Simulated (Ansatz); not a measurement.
The parent structure is Hf in the hcp (Mg type) structure (space group P6_3/mmc, No. 194; a = 3.1174 Å, c = 4.9501 Å; relaxed with 0.1 eV smearing). Axes: x lies along a and z along c of the hexagonal cell.

Calculations: LDA in Ansatz (plane waves to 420 eV, PAW, no spin-orbit coupling).

Modification: the cell is scaled by 1.0150 in all directions; the atoms relax in the strained cell.

Q: Predict the stress tensor and what it implies for the stiffness.

A: Stress of the strained cell less that of the base (GPa, compression positive):
```
   -4.9     0.0     0.0
    0.0    -4.9     0.0
    0.0     0.0    -5.2
```

Then B = −ΔP/(ΔV/V₀) with ΔV/V₀ = 0.0457 gives secant stiffness values (nonlinear terms included at this strain): B (at held cell shape, above the free-shape value) ≈ 109 GPa.

As a check, the harmonic strain energy −½ V₀ Δσ:ε is 15 meV/atom; the computed energy rise is 15 meV/atom.

Stability against distortions was not tested. The final runs are not spin-polarised.

Ansatz is a quantum-chemistry and plane-wave program.
